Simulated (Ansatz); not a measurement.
# CdS in the zinc blende structure (space group F-43m, No. 216)

```cif
data_CdS
_chemical_formula_sum 'S1 Cd1'
_space_group_name_H-M_alt 'P 1'
_space_group_IT_number 1
_cell_length_a 4.19075
_cell_length_b 4.19075
_cell_length_c 4.19075
_cell_angle_alpha 60.000
_cell_angle_beta 60.000
_cell_angle_gamma 60.000
loop_
_space_group_symop_operation_xyz
  'x, y, z'
loop_
_atom_site_label
_atom_site_type_symbol
_atom_site_fract_x
_atom_site_fract_y
_atom_site_fract_z
_atom_site_occupancy
S1 S 0.75000 0.75000 0.75000 1
Cd1 Cd 0.00000 0.00000 0.00000 1
```

Computed with PBE (Ansatz, a quantum-chemistry and plane-wave program), spin-orbit coupling left out. Settings: 10×10×10 k-points, 0.05 eV Fermi–Dirac smearing.

| Quantity | Value |
|---|---|
| Volume per atom | 26.02 Å³ |
| Density | 4.61 g/cm³ |
| Band gap | 1.04 eV, direct at Γ |
| Electron mass | 0.12 mₑ |
| Hole mass (degenerate bands, along [100]) | 0.13, 0.82, 0.82 mₑ |
| Lowest conduction-band minima above the VBM | Γ 1.04 eV |
| Total energy | -4578.914 eV/atom (σ→0; compares only within this code and set-up) |

Masses are band curvatures over ±0.01 Å⁻¹ around the edge. Whether these cells are dynamically stable was not tested.
